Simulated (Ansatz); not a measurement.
Tunnelling through a barrier is set by its complex band structure: the current falls as exp(−2κd) with the smallest κ.

Data:

```yaml
crystal:
  lattice:
    - [4.34127, 0.00000, 0.00000]
    - [2.17064, 6.72972, -0.17287]
    - [2.17064, -0.20160, 1.23690]
  atoms:
    - { symbol: B, position: [0.41667, 0.25000, 0.25000] }
    - { symbol: B, position: [0.58333, 0.75000, 0.75000] }
    - { symbol: N, position: [0.91667, 0.75000, 0.75000] }
    - { symbol: N, position: [0.08333, 0.25000, 0.25000] }
```

Space group of this cell: P6_3/mmc. The cell was relaxed by PBE-D3(BJ); by r2SCAN its mean pressure is -1.3 GPa.

Transport runs along the normal of the first two printed cell vectors, the (111) plane of the conventional cell.

No gap correction and no spin-orbit coupling; mid-gap values are interpolated between computed energies.

Compute, with Ansatz (an electronic-structure program) with r2SCAN, the band gap and the smallest decay constant κ at mid-gap.

Gap 4.79 eV on a 24×24×24 mesh; κ = 0.378 1/Å, at (0.500, 0.000) of the in-plane reciprocal vectors. At the zone centre, at the nearest computed energy, the slowest state has κ = 0.42 1/Å.
